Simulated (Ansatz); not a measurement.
## Point defect Al on the Ti site in rock-salt TiN

Calculation: PBE, PAW (plane waves to 420 eV; Ansatz, an electronic-structure program). Details: 64-site cell; 4×4×4 shifted k-points; start: the Ti site; no Hubbard U; energies good to tenths of an eV; the relaxation kept the symmetry of the starting site.

Neighbours after relaxation, in Å: of the Al atom: N 2.06, N 2.06, N 2.06, N 2.06, N 2.06, N 2.06.

Formation energies E_f are those of the neutral cell. Chemical conditions: N-rich (Δμ(Ti) = -3.43 eV, Δμ(Al) = -2.74 eV, bounded by wurtzite AlN; only phases computed here count, gases as isolated molecules at 0 K); Ti-rich (Δμ(Ti) = 0.00 eV, Δμ(Al) = -1.26 eV, bounded by Ti2AlN (P6_3/mmc); only phases computed here count, gases as isolated molecules at 0 K). Reference phases: Al: fcc Al, Ti: hcp Ti.

```tsv
charge	moment (μB)	point group	largest move off a lattice site (Å)	E_f, N-rich (eV)	E_f, Ti-rich (eV)
0	not spin-polarised	Oh	0.07	0.93	2.88
```

Point groups are those of the whole cell at tolerances of 0.03 and 0.1 Å ("near" where only the looser one holds); none is given for unsettled states.

All states together cost about 5 core-minutes (a rough figure).
